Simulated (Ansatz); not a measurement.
Amorphous cells of 8 compositions: the gap between the highest filled and lowest empty level at the zone centre, by PBE and by a single point of r2SCAN on the same geometry (PBE, scalar-relativistic without spin-orbit coupling (plane waves to 420 eV, PAW; Ansatz, a first-principles code); r2SCAN at 500 eV). The networks come from melt-quench runs on the CHGNet potential at compositions and starting densities chosen by hand, with anions pushed apart in the CHGNet dynamics, and DFT then relaxed them. The cells are small and were quenched far faster than real films, so single cells scatter. Defect or tail levels can set these gaps. The rows are the first to finish with both values and no moments.

| cell | PBE gap x (eV) | r2SCAN gap y (eV) |
|---|---|---|
| A (Zr20O43Mo, 5.23 g/cm3) | 2.53 | 2.79 |
| B (Zr20O43Ga2, 5.34 g/cm3) | 3.26 | withheld |
| C (Zr20O43Lu2, 5.78 g/cm3) | 3.40 | 3.85 |
| D (Zr20O42Si, 5.14 g/cm3) | 3.48 | 3.93 |
| E (Zr20O41Zn, 5.30 g/cm3) | 3.54 | 3.96 |
| F (Zr20O43La2, 5.43 g/cm3) | 3.58 | 4.04 |
| G (Zr20O43Sc2, 5.17 g/cm3) | 3.63 | 4.09 |
| H (Zr20O42Ge, 5.24 g/cm3) | 3.77 | 4.25 |

Question: Fit a straight line through the 7 full rows and predict the withheld value for B (Zr20O43Ga2, 5.34 g/cm3).

Answer: Means: x = 3.419, y = 3.844. Slope = Σ(Δx Δy) / Σ(Δx²) = 1.182 / 1.003 = 1.18; the r.m.s. residual is 0.016. Prediction: 3.844 + 1.18 × (3.26 − 3.419) = 3.66. The run gave 3.69, 0.03 above the line.
